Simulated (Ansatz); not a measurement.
Take CuI in the zinc blende structure (space group F-43m, No. 216) as the base.

```
CELL_PARAMETERS angstrom
      0.00000     3.03967     3.03967
      3.03967     0.00000     3.03967
      3.03967     3.03967     0.00000
ATOMIC_POSITIONS crystal
  I  0.75000 0.75000 0.75000
  Cu 0.00000 0.00000 0.00000
```

The other end (x = 1) is AgI in the zinc blende structure (space group F-43m, No. 216): 36.40 Å³/atom, gap 1.34 eV.

Method: Kohn–Sham DFT with the PBE functional, run in Ansatz (a first-principles code) with PAW and 420 eV plane waves, spin-orbit coupling left out.

Ag replaces a fraction x of Cu; each row is one arrangement (x, atoms in the cell, starting space group or random), fully relaxed.

One change was made to it. Results:

```csv
quantity,base,after
mixing energy,–,+11 meV/atom
mean first-shell distances,–,"Cu–I 2.675 Å (end compound 2.632 Å), Ag–I 2.859 Å (end compound 2.870 Å)"
electron mass,0.15 mₑ (at Γ),0.16 mₑ (at Γ)
band gap,1.10 eV,1.07 eV
```

### Question
Which change produced these results?
A) x(Ag) = 0.75, 8 atoms, Amm2
B) x(Ag) = 0.5, 4 atoms, P-4m2
C) x(Ag) = 0.75, 8 atoms, Pmm2

### Answer
A, x(Ag) = 0.75, 8 atoms, Amm2. For comparison, the mean first-shell distances in the other runs: x(Ag) = 0.5, 4 atoms, P-4m2 gives Cu–I 2.651 Å (end compound 2.632 Å), Ag–I 2.857 Å (end compound 2.870 Å); x(Ag) = 0.75, 8 atoms, Pmm2 gives Cu–I 2.658 Å (end compound 2.632 Å), Ag–I 2.864 Å (end compound 2.870 Å).

Each cell is one ordered arrangement of few atoms, which overstates ordering effects compared with a random alloy. Spin-orbit coupling, missing from the scalar runs, can matter with I. Effective masses come from finite differences of ±0.01 Å⁻¹. Stability against distortions was not tested. All final runs are without spin polarisation.
